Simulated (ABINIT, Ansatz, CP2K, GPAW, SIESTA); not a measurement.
## Code comparison for CdAu (P-6m2, 2 atoms in the cell)

Self-consistent single point.

```yaml
crystal:
  lattice:
    - [3.09033, 0.00000, 0.00000]
    - [-1.54516, 2.67630, 0.00000]
    - [0.00000, 0.00000, 4.60128]
  atoms:
    - { symbol: Cd, position: [0.00000, 0.00000, 0.00000] }
    - { symbol: Au, position: [0.33333, 0.66667, 0.50000] }
```

Shared settings, as Ansatz (a program for electronic structure) writes them: kpoints.mp_grid.grid = 8 8 5; scf.occupations.method = fermi_dirac; scf.occupations.width = 0.1 eV. Potentials and cutoffs stand in the table.

| code | model | pressure (GPa) | cutoff |
|---|---|---|---|
| ABINIT | LDA (PW92), PAW (JTH v2.0 LDA PAW) | -8.01 | 26 Ha |
| GPAW | LDA (Perdew-Wang 92), GPAW PAW datasets LDA (gpaw-data 1.0.1) | -7.48 | 550 eV |
| CP2K | LDA (Pade form), GPW, TZVP-MOLOPT-SR-GTH basis, GTH-PADE potentials (GTH_POTENTIALS) | -5.37 | grid 500 Ry |
| SIESTA | LDA PW92, numerical atomic orbitals DZP, PseudoDojo LDA standard norm-conserving potentials (rewritten from UPF to PSML) | -9.99 | grid 300 Ry |
| Ansatz | LDA (PW92), PAW files made with PBE | -7.71 | default |

On Ansatz's run: spin-orbit coupling is off.

The spread over the programs that give each value: pressure within 4.62 GPa.

CP2K and SIESTA use small atom-centred bases, whose incompleteness enters pressures, forces and empty levels differently from a plane-wave cutoff. Ansatz's pressure is given at a fixed set of plane waves, as the other plane-wave codes print theirs. In the pressure, CP2K (by 2.34) and SIESTA (by 2.29) lie more than 1 GPa from the median of the plane-wave programs.

The starting cell comes from a database of computed structures (which also holds hypothetical and non-ambient phases and stackings), without a prior relaxation at this level.

Left out of this page: Elk and FLEUR (not drawn, or without a comparable value).

Keys are those of Ansatz 0.2.
